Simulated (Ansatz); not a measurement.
Here is the system:

End structure of a constructed model of the (111) surface of fcc Pt, a layer of Re in place of the third plane (bottom of the slab: a bare face, its two planes held):

```xyz
6
Lattice="2.8072 0.0000 0.0000 -1.4036 2.4311 0.0000 0.0000 0.0000 28.0000" Properties=species:S:1:pos:R:3 pbc="T T T"
Pt     0.0000     1.6207     8.1798
Pt     1.4036     0.8104    10.4719
Pt     0.0000     0.0000    12.8089
Re     0.0000     1.6207    15.0102
Pt     1.4036     0.8104    17.1736
Pt     0.0000     0.0000    19.5288
```

Set-up: 6 atoms, 11.6 Å thick at the start; mesh 15x15x1; 0.1 eV smearing; dipole correction on; 2 atoms held, the rest relaxed; start symmetry kept, larger cells not searched; no spin, no spin-orbit, no U. In PBE it is, or lies within 0.01 eV a 1x1 cell of, the lowest of the 2 structures of its composition computed so far; larger cells were not tried.

Task: What work function of the top face does PBE in Ansatz (a first-principles code) give?

Result: 5.63 eV
